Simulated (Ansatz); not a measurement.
# A computed series for W: element substitutions

Start from W in the bcc (W type) structure (space group Im-3m, No. 229; a = 3.154 Å).

Each row replaces one element on all its sites; cell and atoms are relaxed.

Calculations: PBEsol (Ansatz, a quantum-chemistry and plane-wave program; PAW; 420 eV plane waves; scalar-relativistic without spin-orbit coupling).

Candidates:
(a) W → Cr
(b) W → B
(c) W → Mo
(d) W → Bi

Before the change:

Lattice parameter a: 5.961 bohr

Problem. Order them by lattice parameter a, highest first.

Solution. (d) W → Bi (7.403 bohr), (c) W → Mo (5.914 bohr), (a) W → Cr (5.318 bohr), (b) W → B (4.341 bohr)

Stability against distortions was not tested. As relaxed here, B is a hypothetical phase, not in the database extracts checked. For Bi in this form, whether it has been made was not checked. Starting moments died away, wholly or in part, for W → Cr; another magnetic solution may exist. All final runs are without spin polarisation. Real Cr is antiferromagnetic at low temperature and ambient pressure, an order that this cell doesn't hold. This is not the structure that Bi has at room temperature and ambient pressure.
